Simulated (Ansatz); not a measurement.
AlO (model structure, started from the beta GaS type, P6₃/mmc, No. 194, 8 atoms in the cell)

Level of theory: PBE in Ansatz (plane waves, PAW).

Run with plane-wave cutoff 520 eV, 12×12×4 k mesh (along the axes of the cell as run), Fermi–Dirac smearing 0.01 eV, scalar-relativistic PAW data made under PBE.

Cell (relaxed at this level):

```xyz
8
Lattice="2.9680 0.0000 0.0000 -1.4840 2.5703 0.0000 0.0000 0.0000 14.4950" Properties=species:S:1:pos:R:3 pbc="T T T"
Al     0.0000     1.7136     2.3126
Al     1.4840     0.8568     9.5601
Al     1.4840     0.8568    12.1824
Al     0.0000     1.7136     4.9349
O      0.0000     1.7136     8.8990
O      1.4840     0.8568     1.6515
O      1.4840     0.8568     5.5960
O      0.0000     1.7136    12.8435
```

| Property | Result |
|---|---|
| band gap | 1.20 eV (on the SCF k mesh) |
| Γ–Γ gap | 3.47 eV |

Note: the relaxation could raise the start's symmetry but not lower it, so the cell can be a saddle point; the cell has widely spaced layers and the level no dispersion term, so their spacing and the moduli can rest on weak binding.

Computing time: very roughly 2.7 core-minutes.

A model structure was made by putting elements into a prototype or built by hand; it is no filed structure, need not be a known phase, and can be a saddle point held by its symmetry.

Ansatz is a first-principles code.
